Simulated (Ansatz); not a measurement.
Response to strain in HfN

The reference is HfN in the rock salt structure (space group Fm-3m, No. 225; relaxed with 0.1 eV smearing).

```xyz
2
Lattice="0.0000 2.2629 2.2629 2.2629 0.0000 2.2629 2.2629 2.2629 0.0000" Properties=species:S:1:pos:R:3 pbc="T T T"
Hf     0.0000     0.0000     0.0000
N      2.2629     2.2629     2.2629
```

Cartesian axes are those of the cell as printed.

Strains are applied to the cell and any free atomic positions relax.

Calculations: r2SCAN in Ansatz (plane waves to 500 eV, PAW, no spin-orbit coupling).

Notes on the quantities. energy relative to the base: free energy F; pressure: mean of the normal stresses, compression positive.

```csv
case,energy relative to the base,volume per atom,pressure
base,0 meV/atom,11.59 Å³,0.0 GPa
uniaxial strain ε_zz = +0.50 %,+0.5 meV/atom,11.64 Å³,-1.4 GPa
uniaxial strain ε_zz = +1.00 %,+2.1 meV/atom,11.70 Å³,-2.7 GPa
uniaxial strain ε_zz = +1.50 %,+4.7 meV/atom,11.76 Å³,-3.9 GPa
uniaxial strain ε_zz = +2.00 %,+8.1 meV/atom,11.82 Å³,-5.1 GPa
uniaxial strain ε_zz = +2.50 %,+12 meV/atom,11.88 Å³,-6.2 GPa
uniaxial strain ε_zz = +3.00 %,+18 meV/atom,11.93 Å³,-7.3 GPa
```

Whether these cells are dynamically stable was not tested. The final runs are not spin-polarised. An odd electron count without spin: HfN.

Ansatz is an electronic-structure program.
